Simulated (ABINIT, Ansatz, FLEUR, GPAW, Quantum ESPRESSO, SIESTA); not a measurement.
Code comparison for TiCrB4 (P6/mmm, 6 atoms in the cell)

Self-consistent single point.

```xyz
6
Lattice="3.0163 0.0000 0.0000 -1.5082 2.6122 0.0000 0.0000 0.0000 6.1316" Properties=species:S:1:pos:R:3 pbc="T T T"
Ti     0.0000     0.0000     3.0658
Cr     0.0000     0.0000     0.0000
B      0.0000     1.7415     4.6575
B      1.5082     0.8707     1.4741
B      1.5082     0.8707     4.6575
B      0.0000     1.7415     1.4741
```

All programs got the same cell, k-point mesh and kind of occupations (in Ansatz's words: kpoints.mp_grid.grid = 10 10 5; scf.occupations.method = gaussian; scf.occupations.width = 0.136 eV); potentials, basis and cutoffs are each program's usual ones.

```json
[
 {"code": "SIESTA", "model": "LDA PW92, numerical atomic orbitals TZP, PseudoDojo LDA standard norm-conserving potentials (rewritten from UPF to PSML)", "pressure (GPa)": "-14.87", "largest force (eV/Å)": "0.021", "k-points": "260", "cutoff": "grid 350 Ry"},
 {"code": "ABINIT", "model": "LDA (PW92), norm-conserving pseudopotentials (PseudoDojo nc-sr-04 LDA standard)", "pressure (GPa)": "-13.77", "largest force (eV/Å)": "0.008", "k-points": "42", "cutoff": "1279 eV"},
 {"code": "Quantum ESPRESSO", "model": "LDA (PW92), PseudoDojo standard norm-conserving (LDA) pseudopotentials", "pressure (GPa)": "-13.77", "largest force (eV/Å)": "0.008", "k-points": "42", "cutoff": "95 Ry"},
 {"code": "Ansatz", "model": "LDA (PW92), PAW files made with PBE", "pressure (GPa)": "-14.14", "largest force (eV/Å)": "0.013", "k-points": "42", "cutoff": "default"},
 {"code": "FLEUR", "model": "LDA (Vosko-Wilk-Nusair), all-electron FLAPW (FLEUR), scalar-relativistic valence", "pressure (GPa)": "–", "largest force (eV/Å)": "0.019", "k-points": "42", "cutoff": "Kmax 4 1/bohr"},
 {"code": "GPAW", "model": "LDA (Perdew-Wang 92), GPAW PAW datasets LDA (gpaw-data 1.0.1)", "pressure (GPa)": "–", "largest force (eV/Å)": "0.030", "k-points": "42", "cutoff": "950 eV"}
]
```

A dash marks a value that a program does not give, or that is left out as unsure.

The spread over the programs that give each value: pressure within 1.10 GPa; largest force within 0.022 eV/Å.

The starting cell comes from a database of computed structures (which also holds hypothetical and non-ambient phases and stackings), without a prior relaxation at this level. On Ansatz's run: Spin polarisation is off. In the base run, with a pressure of about -14 GPa the cell is away from its equilibrium volume at this level.

Question: Why do the programs differ, and what cannot be compared?

Answer: Differences of this kind can come from the potentials, where these differ, and from what each basis and cutoff leave unconverged. The valence holds different numbers of electrons (SIESTA 38, ABINIT 38, Quantum ESPRESSO 38, Ansatz (an electronic-structure program) 38, FLEUR 38, GPAW 30). The zero of total energies and Fermi levels follows the potentials and each program's conventions, so they are not compared here. SIESTA uses small atom-centred bases, whose incompleteness enters pressures, forces and empty levels differently from a plane-wave cutoff. FLEUR treats all electrons, but the usual bases taken here (sphere radii, linearisation, local orbitals, empty states) were not tested for convergence, so the values are no reference for the others. Ansatz's pressure is given at a fixed set of plane waves, as the other plane-wave codes print theirs; with its correction for the finite basis it is -13.96 GPa. The pressure of GPAW is left out: its cutoff lies under the one at which its stress was checked. The programs reduce the same mesh by symmetry to different extents, which changes the work and not the result. In the pressure, SIESTA (by 1.10) lies more than 1 GPa from the median of the plane-wave programs.

Left out of this page: Elk (not drawn, or without a comparable value).

Keys are those of Ansatz 0.2.
